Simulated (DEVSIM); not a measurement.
System: illuminated Si p-on-n cell, one wavelength, at 250 K.

```tsv
layer (left to right)	material	thickness (μm)	Nd (cm⁻³)	Na (cm⁻³)	τn (s)	τp (s)	absorption coefficient (cm⁻¹)
1	Si	0.130	-	2.7e18	7.4e-8	1.3e-8	110
2	Si	52.0	1.5e15	-	4.6e-7	4.6e-7	110
```

Left contact: ohmic, minority electron recombination velocity 40 cm/s. Right contact: ohmic, minority hole recombination velocity 50000 cm/s. Voltage is applied to the left contact. Recombination: SRH at mid-gap, radiative, Auger. Light enters at the left, 2.4e18 photons cm⁻² s⁻¹, one pass, no reflection. Mobility is μmin + (μ − μmin)/(1 + (N/Nref)^α).

This is a model device: material constants are rounded textbook-type values typed into the input, and sizes, dopings and lifetimes were drawn at random. Values at 300 K; Nc and Nv go as T^1.5, mobilities as T to minus their exponent, the gap by Varshni's rule with the affinity fixed.

```
parameter               Si
----------------  --------
gap (eV)             1.124
affinity (eV)         4.05
permittivity          11.7
Nc (cm⁻³)          2.86e19
Nv (cm⁻³)           3.1e19
μn (cm²/Vs)           1417
μp (cm²/Vs)            470
μn,min                  52
μp,min                  45
Nref,n              9.7e16
Nref,p              2.2e17
αn                    0.68
αp                    0.72
T exponent of μn       2.3
T exponent of μp       2.2
B (cm³/s)          4.7e-15
Cn (cm⁶/s)         2.8e-31
Cp (cm⁶/s)         9.9e-32
Varshni α (eV/K)  0.000473
Varshni β (K)          636
```

Simulated with DEVSIM: 1D drift-diffusion, Boltzmann statistics, complete ionisation; no tunnelling, impact ionisation, image-force lowering or self-heating.

Give the current under light (generator sign).


```tsv
V (V)	J (mA/cm²)
0.00	76.5
0.10	76.3
0.20	76.2
0.30	76.0
0.40	75.8
0.50	75.5
0.52	75.3
0.54	75.1
0.56	74.5
0.58	73.1
0.60	69.9
0.62	62.0
0.64	42.8
0.66	-2.94
```
